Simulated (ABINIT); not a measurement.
A self-consistent single point of FeAl (Pm-3m, 2 atoms in the cell) with ABINIT.

Level of theory: PBEsol, norm-conserving pseudopotentials (PseudoDojo nc-sr-04 PBEsol standard) (plane waves; ABINIT 10.0.3).

```
FeAl
1.0
    2.91000     0.00000     0.00000
    0.00000     2.91000     0.00000
    0.00000     0.00000     2.91000
Al Fe
1 1
Cartesian
  1.45500   1.45500   1.45500
  0.00000   0.00000   0.00000
```

Reference input (self-consistent single point, DFT, PBE, plane waves, norm-conserving pseudopotentials (PseudoDojo nc-sr-05 PBE standard)): pseudos = [Al.upf, Fe.upf]; ecut = 90 Ry; ixc = 11; occopt = 3; tsmear = 0.00367493 Ha; ngkpt = 11 11 11; nshiftk = 1; shiftk = 0 0 0; potentials = PseudoDojo nc-sr-05 PBE standard; nband = 15; kptopt = 1; nstep = 60. This run's input differs from it in these lines:

```diff
@@ -1,2 +1,2 @@
-# FeAl, PseudoDojo nc-sr-05 PBE standard
+# FeAl, PseudoDojo nc-sr-04 PBEsol standard
 pp_dirpath "./"
@@ -16,3 +16,3 @@
 ecut 90 Ry
-ixc 11
+ixc -116133
 occopt 3
```

Its files differ too (potentials: PseudoDojo nc-sr-05 PBE standard → PseudoDojo nc-sr-04 PBEsol standard).

The program printed (abridged):

```
--- !BeginCycle
solver: {iscf: 7, nstep: 60, nline: 4, wfoptalg: 0, }
tolerances: {tolvrs: 1.00E-10, }
...

     iter   Etot(hartree)      deltaE(h)  residm     vres2
 ETOT  1  -127.27440769702    -1.273E+02 3.554E-01 6.050E+01
 ETOT  2  -126.85826020922     4.161E-01 1.186E-01 2.801E+03
 ETOT  3  -127.48054872345    -6.223E-01 7.459E-03 3.389E+02
 ETOT  4  -127.54617358741    -6.562E-02 3.468E-03 6.223E+01
 ETOT  5  -127.55839901364    -1.223E-02 1.211E-03 3.476E+00
   [... 2 lines left out ...]
 ETOT  8  -127.55918050221    -1.044E-07 1.378E-03 3.936E-05
 ETOT  9  -127.55918051007    -7.860E-09 8.276E-04 3.561E-07
 ETOT 10  -127.55918051015    -7.412E-11 8.868E-04 8.409E-10
 ETOT 11  -127.55918051015    -3.553E-13 6.152E-04 4.860E-13
 At SCF step   11       vres2   =  4.86E-13 < tolvrs=  1.00E-10 =>converged.

 Cartesian components of stress tensor (hartree/bohr^3)
  sigma(1 1)=  4.03009969E-04  sigma(3 2)=  0.00000000E+00
  sigma(2 2)=  4.03009969E-04  sigma(3 1)=  0.00000000E+00
  sigma(3 3)=  4.03009969E-04  sigma(2 1)=  0.00000000E+00

 ----iterations are completed or convergence reached----

 reduced coordinates (array xred) for    2 atoms
       0.500000000000      0.500000000000      0.500000000000
       0.000000000000      0.000000000000      0.000000000000
 cartesian forces (eV/Angstrom) at end:
    1     -0.00000000000000    -0.00000000000000    -0.00000000000000
    2     -0.00000000000000    -0.00000000000000    -0.00000000000000
 frms,max,avg= 0.0000000E+00 0.0000000E+00   0.000E+00  0.000E+00  0.000E+00 e/A
   [... lines left out ...]
 Fermi (or HOMO) energy (hartree) =   0.39279   Average Vxc (hartree)=  -0.44846
 Fermi (or HOMO) energy (eV) =  10.68827   Average Vxc (eV)= -12.20331
   [... lines left out ...]
total_energy        : -1.27559180510146E+02
total_energy_eV     : -3.47106182572862E+03
band_energy         : -1.13127025867515E+01
...

-Cartesian components of stress tensor (GPa)         [Pressure= -1.1857E+01 GPa]
- sigma(1 1)=  1.18569607E+01  sigma(3 2)=  0.00000000E+00
- sigma(2 2)=  1.18569607E+01  sigma(3 1)=  0.00000000E+00
- sigma(3 3)=  1.18569607E+01  sigma(2 1)=  0.00000000E+00

 Calculation completed.
```

The run converged in 11 iterations. Against the reference run the pressure goes from -6.90 to -11.86 GPa.

The starting cell has typed, rounded lattice constants, without a prior relaxation at this level. Spin polarisation is off. With a pressure of about -12 GPa the cell is away from its equilibrium volume at this level.

Cost on one core of a shared machine: roughly 3 min.
